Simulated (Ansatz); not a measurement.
The reference is NaI in the rock salt structure (space group Fm-3m, No. 225; a = 6.4021 Å). Axes: x, y, z lie along the cube axes.

Method: PBEsol (Ansatz, a program for electronic structure, PAW, no spin-orbit coupling).

Before the change:

Valence-band top at Γ: 0.00, 0.00, 0.00 eV

Now apply this change: biaxial strain +0.42 %, plane normal [111], relaxed out of plane (Cartesian); in-plane vectors clamped, the third vector and the atoms free.

Question: Predict the new valence-band top at Γ.

Answer: The valence-band top at Γ (three highest levels, from the VBM) becomes 0.00, -0.04, -0.04 eV (base: 0.00, 0.00, 0.00 eV).

Question: Predict the new energy relative to the base.

Answer: The energy is nearly the same.

Spin-orbit coupling, missing from the scalar runs, can matter with I. The levels and masses belong to the bands next to the band gap. Stability against distortions was not tested.
